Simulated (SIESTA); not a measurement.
**SIESTA run on Re3Tc (P6_3/mmc, 8 atoms in the cell): self-consistent single point**

Method of the run: GGA PBEsol, numerical atomic orbitals DZP, PseudoDojo PBEsol standard norm-conserving potentials (rewritten from UPF to PSML) run with SIESTA.

Input as run:

```
# files in the folder: Tc.psml Re.psml (PseudoDojo PBEsol standard)
SystemName  Re3Tc
SystemLabel siesta

NumberOfAtoms                8
NumberOfSpecies              2
%block ChemicalSpeciesLabel
  1 43 Tc
  2 75 Re
%endblock ChemicalSpeciesLabel
LatticeConstant              5.477578 Ang
%block LatticeVectors
     1.000000000    0.000000000    0.000000000
    -0.500000000    0.866025276    0.000000000
     0.000000000    0.000000000    0.808631479
%endblock LatticeVectors
AtomicCoordinatesFormat      ScaledCartesian
%block AtomicCoordinatesAndAtomicSpecies
    -0.000000500    0.577350473    0.606473609  1
     0.500000500    0.288674803    0.202157870  1
    -0.000000000    0.288412398    0.202157870  2
     0.500000000    0.577612878    0.606473609  2
     0.750227500    0.144206199    0.606473609  2
    -0.250227500    0.721819077    0.202157870  2
     0.250227500    0.721819077    0.202157870  2
     0.249772500    0.144206199    0.606473609  2
%endblock AtomicCoordinatesAndAtomicSpecies

XC.functional                GGA
XC.authors                   PBEsol
PAO.BasisSize                DZP
PAO.EnergyShift              0.005 Ry
MeshCutoff                   350 Ry
%block kgrid.MonkhorstPack
    4   0   0  0.0
    0   4   0  0.0
    0   0   5  0.0
%endblock kgrid.MonkhorstPack
OccupationFunction           MP
OccupationMPOrder            0
ElectronicTemperature        2320.9 K

MaxSCFIterations             150
SCF.Mixer.Method             Pulay
SCF.Mixer.Weight             0.25
SCF.Mixer.History            8
SCF.DM.Tolerance             1.0E-05
Diag.ParallelOverK           true
WriteForces                  true
Charge.Mulliken              end
```

Output (repeated stretches shortened):

```
reinit: Reading from file input.fdf

reinit: System Name: Re3Tc
reinit: System Label: siesta

coor:   Atomic-coordinates input format  =     Cartesian coordinates
coor:                                          (in units of alat)

siesta: Atomic coordinates (Bohr) and species
siesta:     -0.00001   5.97623   6.27768  1        1
siesta:      5.17557   2.98811   2.09256  1        2
siesta:     -0.00000   2.98539   2.09256  2        3
siesta:      5.17556   5.97894   6.27768  2        4
siesta:      7.76570   1.49270   6.27768  2        5
siesta:     -2.59014   7.47164   2.09256  2        6
siesta:      2.59014   7.47164   2.09256  2        7
siesta:      2.58543   1.49270   6.27768  2        8

siesta: System type = bulk

initatomlists: Number of atoms, orbitals, and projectors:      8   152   228

siesta: ******************** Simulation parameters ****************************
redata: Spin configuration                          = none
redata: Time-Reversal Symmetry                      = T
redata: Number of Atomic Species                    =        2
redata: Mesh Cutoff                                 =   350.0000 Ry
redata: Net charge of the system                    =     0.0000 |e|
redata: Min. number of SCF Iter                     =        0
redata: Max. number of SCF Iter                     =      150
redata: SCF convergence failure will abort job
redata: SCF mix quantity                            = Hamiltonian
redata: Mix DM or H after convergence               =   F
redata: Recompute H after scf cycle                 =   F
redata: Mix DM in first SCF step                    =   T
redata: No kicks to SCF
redata: DM Mixing Weight for Kicks                  =     0.5000
redata: Require Harris convergence for SCF          =   F
redata: Harris energy tolerance for SCF             =     0.000100 eV
redata: Require DM convergence for SCF              =   T
   [... lines left out ...]
diag: Used triangular part                          = Lower
diag: Absolute tolerance                            =  0.100E-15
diag: Orthogonalization factor                      =  0.100E-05
diag: Memory factor                                 =  1.0000

superc: Internal auxiliary supercell:     5 x     5 x     5  =     125
superc: Number of atoms, orbitals, and projectors:   1000  19000  28500

                        Single-point calculation

superc: Internal auxiliary supercell:     5 x     5 x     5  =     125
superc: Number of atoms, orbitals, and projectors:   1000  19000  28500

outcell: Unit cell vectors (Ang):
        5.477578    0.000000    0.000000
       -2.738789    4.743721    0.000000
        0.000000    0.000000    4.429342

outcell: Cell vector modules (Ang)   :    5.477578    5.477577    4.429342
outcell: Cell angles (23,13,12) (deg):     90.0000     90.0000    120.0000
outcell: Cell volume (Ang**3)        :    115.0925
new_DM -- step:     1
Initializing Density Matrix...

Attempting to read DM from file... Failed...
DM filled with atomic data:

InitMesh: MESH = 54 x 54 x 50 = 145800
InitMesh: Mesh cutoff (required, used) =   350.000   352.179 Ry

stepf: Methfessel-Paxton step function
       Using Hermite-Gauss polynomials of order  0
        iscf     Eharris(eV)        E_KS(eV)     FreeEng(eV)     dDmax    Ef(eV) dHmax(eV)
   scf:    1   -18626.161223   -18748.099543   -18748.223789  1.391159 -3.803114 14.213579
   scf:    2   -18654.100338   -18750.700358   -18750.842384  1.053885 -3.996001 20.517493
   scf:    3   -18781.826945   -18779.334705   -18779.445120  0.468414 -4.234262  2.576444
   scf:    4   -18780.883052   -18780.422899   -18780.534808  0.205935 -4.722202  0.361082
   scf:    5   -18780.462418   -18780.449697   -18780.560134  0.023474 -4.678762  0.018994
   scf:    6   -18780.449994   -18780.450184   -18780.560009  0.006153 -4.676426  0.086058
   [... 2 lines left out ...]
   scf:    9   -18780.450521   -18780.450457   -18780.560426  0.000519 -4.680248  0.021606
   scf:   10   -18780.450499   -18780.450508   -18780.560482  0.000984 -4.681021  0.002722
   scf:   11   -18780.450502   -18780.450506   -18780.560483  0.000115 -4.680967  0.000655
   scf:   12   -18780.450504   -18780.450505   -18780.560483  0.000029 -4.681030  0.000009
   scf:   13   -18780.450505   -18780.450505   -18780.560483  0.000000 -4.681030  0.000005
SCF Convergence by DM+H criterion
max |DM_out - DM_in|         :     0.0000003918
max |H_out - H_in|      (eV) :     0.0000045250
SCF cycle converged after 13 iterations

Using DM_out to compute the final energy and forces

siesta: E_KS(eV) =           -18780.4505

siesta: E_KS - E_eggbox =    -18780.4505

siesta: Atomic forces (eV/Ang):
     1    0.000019   -0.000011    0.000000
     2   -0.000019    0.000011   -0.000000
     3    0.000038    0.048378   -0.000000
     4   -0.000038   -0.048378    0.000000
     5   -0.041933    0.024210    0.000000
     6    0.041933   -0.024211   -0.000000
     7   -0.041878   -0.024223   -0.000000
     8    0.041878    0.024223    0.000000
   Tot    0.000000    0.000000   -0.000000
   Max    0.048378
   Res    0.024196    sqrt( Sum f_i^2 / 3N )
   Max    0.048378    constrained

Stress tensor Voigt[x,y,z,yz,xz,xy] (kbar):      -40.26      -40.16      -23.31        0.00       -0.00        0.09
(Free)E + p*V (eV/cell)   -18778.0765
Target enthalpy (eV/cell)   -18780.5605

siesta: Program's energy decomposition (eV):
siesta: Ebs     =     -3924.458109
siesta: Eions   =     26531.692724
siesta: Ena     =      4554.194413
siesta: Ekin    =      5356.133657
siesta: Enl     =      1166.888728
siesta: Eso     =         0.000000
siesta: Edftu   =         0.000000
siesta: DEna    =       214.908754
siesta: DUscf   =         5.975737
siesta: DUext   =         0.000000
siesta: Ex      =     -3285.976288
siesta: Ec      =      -260.882782
siesta: Exc     =     -3546.859070
siesta: Eharris =    -18780.450505
siesta: Etot    =    -18780.450505
siesta: FreeEng =    -18780.560483

siesta: Atomic forces (eV/Ang):
siesta:      1    0.000019   -0.000011    0.000000
siesta:      2   -0.000019    0.000011   -0.000000
siesta:      3    0.000038    0.048378   -0.000000
siesta:      4   -0.000038   -0.048378    0.000000
siesta:      5   -0.041933    0.024210    0.000000
siesta:      6    0.041933   -0.024211   -0.000000
siesta:      7   -0.041878   -0.024223   -0.000000
siesta:      8    0.041878    0.024223    0.000000
siesta: ----------------------------------------
   [... lines left out ...]
siesta: Cell volume =        115.092473 Ang**3
siesta:          34.57860005         36.71290124  kBar
   [... lines left out ...]

             -0.219  -0.169  -0.204
   4 14.877   1.849   0.726  -0.152   1.950   1.948   1.951   0.290   0.301
              0.294   1.333   1.297   1.396   1.307   1.343  -0.183  -0.182

             -0.219  -0.169  -0.204
   5 14.877   1.849   0.726  -0.152   1.951   1.948   1.950   0.293   0.301
              0.291   1.341   1.304   1.396   1.299   1.336  -0.198  -0.172

             -0.219  -0.179  -0.188
   6 14.877   1.849   0.726  -0.152   1.951   1.948   1.950   0.293   0.301
              0.291   1.341   1.304   1.396   1.299   1.336  -0.198  -0.172

             -0.219  -0.179  -0.188
   7 14.877   1.849   0.726  -0.152   1.951   1.948   1.950   0.293   0.301
              0.291   1.341   1.304   1.396   1.299   1.336  -0.198  -0.172

             -0.219  -0.179  -0.188
   8 14.877   1.849   0.726  -0.152   1.951   1.948   1.950   0.293   0.301
              0.291   1.341   1.304   1.396   1.299   1.336  -0.198  -0.172

             -0.219  -0.179  -0.188

mulliken: Qtot =      120.000

Mulliken Atomic Populations:
Atom #   charge [q] valence [e]  Species
     1    -0.367833   15.367833  Tc
     2    -0.367832   15.367832  Tc
     3     0.122616   14.877384  Re
     4     0.122616   14.877384  Re
     5     0.122602   14.877398  Re
     6     0.122602   14.877398  Re
     7     0.122615   14.877385  Re
     8     0.122615   14.877385  Re
 Total     0.000000
```

The run converged in 13 iterations.

The starting cell comes from a database of computed structures (which also holds hypothetical and non-ambient phases and stackings), without a prior relaxation at this level. Its lattice was rescaled by a random factor within 2.5 % of one. Spin polarisation is off. Values carry the incompleteness of an atom-centred basis. With a pressure of about 3 GPa the cell is away from its equilibrium volume at this level.

Cost on one core of a shared machine: roughly 2 min.
